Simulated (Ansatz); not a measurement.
**The (110) surface of bcc Ta in its 1x1 cell, outermost plane spacing 2.35 Å in the ideal cut**

Level of theory: PBE (plane waves to 420 eV, PAW; Ansatz, a quantum-chemistry and plane-wave program).

Model: 2-atom slab, 2.3 Å thick at the start (thin: gaps and levels are the slab's own), 14x14x1 mesh, Fermi-Dirac 0.1 eV, dipole correction, all atoms relaxed; held to the start's symmetry, so lower structures may exist; no spin, no spin-orbit, no U.

The surface energy (mean of both faces) comes out as 2.40 J/m^2 and the surface energy before relaxation comes out as 2.51 J/m². The work function of the top face comes out as 4.59 eV, the energy released by relaxation comes out as 0.11 eV and the cost comes out as about 50 core-seconds (a rough figure).
